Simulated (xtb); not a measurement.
xtb 6.7.1, GFN2-xTB: Zn(Et)(OH) (C[CH2][Zn][OH]), 10 atoms. The geometry is a generated start, not checked to be a minimum at this level.

| Property | Result |
|---|---|
| method | GFN2-xTB |
| --acc | 1 (default) |
| --etemp (K) | 300 (default) |
| detailed input (--input) | none: ANC optimiser, Lindh (1995) Hessian, microcycle=20, maxdispl=1.0, hlow=0.01 (default) |
| basis functions | 22 |
| valence electrons | 22 |

```xyz
10

Zn     1.0461     0.6467     0.8967
C      0.3554    -0.6655    -0.4662
C     -0.9987    -0.2797    -1.0492
H      0.2617    -1.6218     0.0485
H      1.0632    -0.8088    -1.2785
H     -0.9467     0.6588    -1.5970
H     -1.7579    -0.1883    -0.2723
H     -1.3299    -1.0546    -1.7457
O      0.9046     1.3324     2.4868
H      1.4022     1.9808     2.9769
```

Charge 0 and multiplicity 1 are set for this test and not shown to be the ground state.

The structure is relaxed from this start with --opt LEVEL for the levels crude, sloppy, loose, lax, normal, tight, vtight, extreme, once each. Up to the end of the extreme run atoms move by at most 0.48 Å along an axis.

Q: What is the loosest level that ends within 1 meV of the extreme run, and how many cycles does it take?

A: tight: 46 cycles against 62, ending 0.069 meV above.

```json
[
 {"level": "crude", "cycles": "1", "energy above the extreme run (meV)": "20", "gradient norm (eV/Å)": "0.15"},
 {"level": "sloppy", "cycles": "1", "energy above the extreme run (meV)": "20", "gradient norm (eV/Å)": "0.15"},
 {"level": "loose", "cycles": "1", "energy above the extreme run (meV)": "20", "gradient norm (eV/Å)": "0.15"},
 {"level": "lax", "cycles": "6", "energy above the extreme run (meV)": "16", "gradient norm (eV/Å)": "0.064"},
 {"level": "normal", "cycles": "10", "energy above the extreme run (meV)": "15", "gradient norm (eV/Å)": "0.036"},
 {"level": "tight", "cycles": "46", "energy above the extreme run (meV)": "0.069", "gradient norm (eV/Å)": "0.0038"},
 {"level": "vtight", "cycles": "55", "energy above the extreme run (meV)": "0.015", "gradient norm (eV/Å)": "0.0016"},
 {"level": "extreme", "cycles": "62", "energy above the extreme run (meV)": "—", "gradient norm (eV/Å)": "0.00087"}
]
```
